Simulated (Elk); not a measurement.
**Worked example: self-consistent single point of HfAu (P4/nmm, 4 atoms in the cell) in Elk**

Method of the run: PBEsol, all-electron FP-LAPW, Elk's shipped species files, APW+lo basis with extra local orbitals in Elk 10.2.4.

Input as run:

```
tasks
  0

xctype
  22

rgkmax
  7.5

gmaxvr
  14.0

nxlo
  2

lorbcnd
  .true.

rmtscf
  0.9

lmaxi
  2

stype
  0

swidth
  0.00367493

maxscl
  100

scale
  6.583541257

avec
    1.0000000000    0.0000000000    0.0000000000
    0.0000000000    1.0000000000    0.0000000000
    0.0000000000    0.0000000000    1.8142290448

atoms
  2
  'Hf.in'
  2
  0.0000000000  0.5000000000  0.8515800000    0.0 0.0 0.0
  0.5000000000  0.0000000000  0.1484200000    0.0 0.0 0.0
  'Au.in'
  2
  0.0000000000  0.5000000000  0.3714300000    0.0 0.0 0.0
  0.5000000000  0.0000000000  0.6285700000    0.0 0.0 0.0

ngridk
  8 8 4
```

The program printed (abridged):

```
│ Elk code version 10.2.4 │

All units are atomic (Hartree, Bohr, etc.)

│ Ground-state run starting from atomic densities │

Lattice vectors :
   6.583541257       0.000000000       0.000000000
   0.000000000       6.583541257       0.000000000
   0.000000000       0.000000000       11.94405177

Unit cell volume      :    517.6912206
Brillouin zone volume :   0.4791470351

Muffin-tin inner radius fraction :   0.1000000000E-01

Nuclei treated as point charges

Species :    1 (Hf)
 parameters loaded from : Hf.in
 name : hafnium
 nuclear charge    :   -72.00000000
 electronic charge :    72.00000000
 atomic mass :    325367.3656
 muffin-tin radius :    2.520000000
 number of radial points in muffin-tin :    697
 atomic positions (lattice), magnetic fields (Cartesian) :
   1 :   0.25000000  0.25000000  0.35158000    0.00000000  0.00000000  0.00000000
   2 :  -0.25000000 -0.25000000 -0.35158000    0.00000000  0.00000000  0.00000000

Species :    2 (Au)
 parameters loaded from : Au.in
 name : gold
 nuclear charge    :   -79.00000000
 electronic charge :    79.00000000
 atomic mass :    359048.0559
 muffin-tin radius :    2.520000000
 number of radial points in muffin-tin :    697
 atomic positions (lattice), magnetic fields (Cartesian) :
   1 :   0.25000000  0.25000000 -0.12857000    0.00000000  0.00000000  0.00000000
   2 :  -0.25000000 -0.25000000  0.12857000    0.00000000  0.00000000  0.00000000

Total number of atoms per unit cell :    4

Spin treatment :
 spin-unpolarised

Number of Bravais lattice symmetries :   16
Number of crystal symmetries         :   16
Crystal has inversion symmetry
Real symmetric eigensolver will be used

k-point grid :      8     8     4
k-point offset :    0.000000000       0.000000000       0.000000000
k-point set is reduced with full crystal symmetry group
Total number of k-points :       45

Muffin-tin radius times maximum |G+k| :    7.500000000
 using average radius
   [... lines left out ...]
Maximum |G| for potential and density :    14.00000000
 potential will be trimmed for |G| > 2 gkmax
Constant for pseudocharge density :    9
Radial integration step length :    4

G-vector grid sizes :     30    30    54
Number of G-vectors :    24037

Maximum angular momentum used for
 APW functions                      :    8
 outer part of muffin-tin           :    6
 inner part of muffin-tin           :    2

Total nuclear charge    :   -302.0000000
Total core charge       :    188.0000000
Total valence charge    :    114.0000000
Total excess charge     :    0.000000000
Total electronic charge :    302.0000000

Effective Wigner radius, rₛ :   0.7424349635

Number of empty states         :   16
Total number of valence states :   73
Total number of core states    :  188

Conduction state local-orbitals added automatically
Total number of local-orbitals :  392

Exchange-correlation functional :     22     0     0
 PBEsol, Phys. Rev. Lett. 100, 136406 (2008)
 gradient requirement :    1
 generalised gradient approximation (GGA)

Smearing type :    0
 Gaussian
Smearing width :   0.3674930000E-02
Effective electronic temperature (K) :    1160.451112

Mixing type :    3
 Broyden mixing, J. Phys. A: Math. Gen. 17, L317 (1984)

Kohn-Sham potential initialised from atomic data
│ Self-consistent loop started │
│ Loop number : 1 │
 total energy                :     -68220.5702804
│ Loop number : 2 │
 total energy                :     -68224.2597876
RMS change in Kohn-Sham potential (target) :   0.4326198117     (  0.1000000000E-05)
Absolute change in total energy (target)   :    3.689507246     (  0.1000000000E-03)
│ Loop number : 3 │
 total energy                :     -68239.6361787
RMS change in Kohn-Sham potential (target) :   0.3523242933     (  0.1000000000E-05)
Absolute change in total energy (target)   :    16.29876793     (  0.1000000000E-03)
│ Loop number : 4 │
 total energy                :     -68253.0530012
RMS change in Kohn-Sham potential (target) :   0.2403163869     (  0.1000000000E-05)
Absolute change in total energy (target)   :    17.49151444     (  0.1000000000E-03)
│ Loop number : 5 │
 total energy                :     -68262.6655049
RMS change in Kohn-Sham potential (target) :   0.1432129613     (  0.1000000000E-05)
Absolute change in total energy (target)   :    13.98538228     (  0.1000000000E-03)
   [... lines left out ...]
Absolute change in total energy (target)   :   0.5462005647E-03 (  0.1000000000E-03)
│ Loop number : 16 │
 total energy                :     -68272.1996726
RMS change in Kohn-Sham potential (target) :   0.3749036284E-06 (  0.1000000000E-05)
Absolute change in total energy (target)   :   0.6189564010E-03 (  0.1000000000E-03)
│ Loop number : 17 │
 total energy                :     -68272.1995523
RMS change in Kohn-Sham potential (target) :   0.3544843254E-06 (  0.1000000000E-05)
Absolute change in total energy (target)   :   0.2750220738E-03 (  0.1000000000E-03)
│ Loop number : 18 │
 total energy                :     -68272.1995075
RMS change in Kohn-Sham potential (target) :   0.6952635138E-07 (  0.1000000000E-05)
Absolute change in total energy (target)   :   0.1135123603E-03 (  0.1000000000E-03)
│ Loop number : 19 │
 total energy                :     -68272.1995089
RMS change in Kohn-Sham potential (target) :   0.9486882306E-08 (  0.1000000000E-05)
Absolute change in total energy (target)   :   0.2703367500E-04 (  0.1000000000E-03)
Convergence targets achieved

│ Loop number : 20 │

Energies :
 Fermi                       :     0.373669554239
 sum of eigenvalues          :     -41874.1950617
 electron kinetic            :      77523.5011898
 core electron kinetic       :      74675.4546857
 Coulomb                     :     -144464.402815
 Coulomb potential           :     -117644.527952
 nuclear-nuclear             :     -5210.08698389
 electron-nuclear            :     -160864.103711
 Hartree                     :      21609.7878792
 Madelung                    :     -85642.1388392
 xc potential                :     -1753.16829919
 exchange                    :     -1310.79710150
 correlation                 :     -20.5007822143
 total energy                :     -68272.1995093

Density of states at Fermi energy :    85.45471816
 (states/Hartree/unit cell)

Estimated indirect band gap :   0.7916816725E-03
 from k-point      8 to k-point     41
Estimated direct band gap   :   0.7335945186E-02
 at k-point      8

Charges :
 core                        :    188.0000000
 valence                     :    114.0000000
 interstitial                :    7.506161630
 muffin-tins (core leakage)
  species :    1 (Hf)
   atom    1                 :    69.66959628     (  0.2870241829E-05)
   atom    2                 :    69.66959628     (  0.2870241829E-05)
  species :    2 (Au)
   atom    1                 :    77.57732290     (  0.4414184578E-03)
   atom    2                 :    77.57732290     (  0.4414184578E-03)
 total in muffin-tins        :    294.4938384
 total calculated charge     :    301.9858163
 total charge                :    302.0000000
 error                       :   0.1418371282E-01

│ Self-consistent loop stopped │
```

The run converged in 20 iterations. The count includes the last loop, which Elk runs after its targets are met.

The starting cell comes from a database of computed structures (which also holds hypothetical and non-ambient phases and stackings), without a prior relaxation at this level. Spin-orbit coupling is off. Values depend on the basis (sphere radii, cutoffs, local orbitals), which need not be converged. The log's line on a gap gives a spacing of levels on this mesh, which the program prints for metals too.

Cost on one core of a shared machine: roughly 90 s.
